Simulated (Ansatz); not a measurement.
Quartz-high SiO₂ (high-temperature phase) was calculated with rVV10 (plane waves, PAW; Ansatz, an electronic-structure program).

Settings: plane-wave cutoff 520 eV, 12×12×6 k mesh (along the axes of the cell as run), Fermi–Dirac smearing 0.01 eV, scalar-relativistic PAW data made under PBE.

Properties against volume:

Shape and atoms are relaxed at each volume.

| V (Å³/atom) | P (GPa) | direct gap at Γ (eV) | smallest gap on the k mesh (eV) | c (Å) |
|---|---|---|---|---|
| 13.369 | 5.64 | 5.446 | 5.314 | 5.544 |
| 13.648 | 2.73 | 5.407 | 5.256 | 5.561 |
| 13.926 | 0.00 | 5.351 | 5.186 | 5.583 |
| 14.205 | -2.55 | 5.281 | 5.099 | 5.610 |
| 14.483 | -4.92 | 5.198 | 5.003 | 5.636 |

The fundamental gap (5.18 eV at the equilibrium volume, with added k points) lies elsewhere than Γ–Γ.

Note: symmetry holds this phase in the static calculation, where it need not be a minimum; held by symmetry at 0 K, a high-temperature phase can be a saddle point; the volume lies 5 % above that of the published cell; the bulk modulus comes from volumes at which shape and atoms were relaxed.
